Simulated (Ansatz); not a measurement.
An Ansatz (an electronic-structure program) input (HSE06/PAW in Ansatz, scalar-relativistic without spin-orbit coupling):

Ansatz 0.2 input:
```yaml
crystal:
  lattice:
    - [3.8225360302, 0, 0]
    - [1.9112680151, 3.310413309, 0]
    - [0, 0, 30.6139401774]
  atoms:
    - { symbol: Se, position: [0.6666666667, 0.6666666667, 0.2448795651] }
    - { symbol: Sn, position: [0, 0, 0.29633079] }
    - { symbol: Se, position: [0.3333333333, 0.3333333333, 0.3478468577] }
    - { symbol: Se, position: [0.6666666667, 0.6666666667, 0.4484923973] }
    - { symbol: Sn, position: [0, 0, 0.5] }
    - { symbol: Se, position: [0.3333333333, 0.3333333333, 0.5515076027] }
    - { symbol: Se, position: [0.6666666667, 0.6666666667, 0.6521531423] }
    - { symbol: Sn, position: [0, 0, 0.70366921] }
    - { symbol: Se, position: [0.3333333333, 0.3333333333, 0.7551204349] }
basis: { ecutwfc: 420, ecutrho_ratio: 4, xc_grid: 2, fft_grid_basis: typed }
kpoints: { mp_grid: { grid: [6, 6, 1] } }
hamiltonian:
  xc: hse06
  dispersion: none
  pseudopotentials: { kind: paw }
scf: { occupations: { method: fermi_dirac, width: 0.01 } }
output: { eigenvalues: true, eigenstates: { kpoints: [[0.125, 0.125, 0], [0.5, 0.5, 0], [0, 0, 0], [0.333333, 0.666667, 0]] } }
```

Which symmetry and how many k-points will the program report, and about how many plane waves at Γ?

Space group P-3m1 (ITA 164) with 12 operations, k-points 7 of 36, and 7519 plane waves at Γ.

Single points use the geometry relaxed with r2SCAN+rVV10. The hybrid gap comes from the SCF mesh plus the semilocal run's edge points and a few special points and is an upper bound. No phonon test of stability was made. The cell was made from SnSe₂ in the CdI2 type structure (space group P-3m1, No. 164; layered, stacked along the Cartesian z axis) by this change: a free-standing slab of 3 layers (9 atoms, 3 a layer) is cut normal to the stacking axis, with 15 Å of vacuum and the in-plane cell relaxed.
